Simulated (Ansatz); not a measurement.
Base system: a 27-atom supercell of Al in the fcc (Cu type) structure (space group Fm-3m, No. 225; a = 4.0143 Å) at its relaxed geometry.

Computed with PBEsol/PAW in Ansatz (a program for electronic structure), no spin-orbit coupling.

For the base:

| Property | Value |
|---|---|
| Pressure | 0.0 GPa |
| Mean distance from the defect site to its nearest host atoms | 2.84 Å |

The change: one Al atom is replaced by Be, atoms relaxed at fixed cell, starting from a slightly rattled geometry.

Tabulated Pauling electronegativity and covalent radius: Al 1.61, 1.21 Å; Be 1.57, 0.96 Å.

Task: What does the calculation give for the pressure after the change?

Result: The pressure goes from zero to -1.3 GPa.

Task: Estimate the effect on the mean distance from the defect site to its nearest host atoms.

Result: The mean distance from the defect site to its nearest host atoms shrinks by 0.04 Å (2.84 Å → 2.80 Å).

The cell is small, so the values are those of an ordered compound at a high defect concentration; dilute-limit values will differ. The defect cell is not spin-polarised.
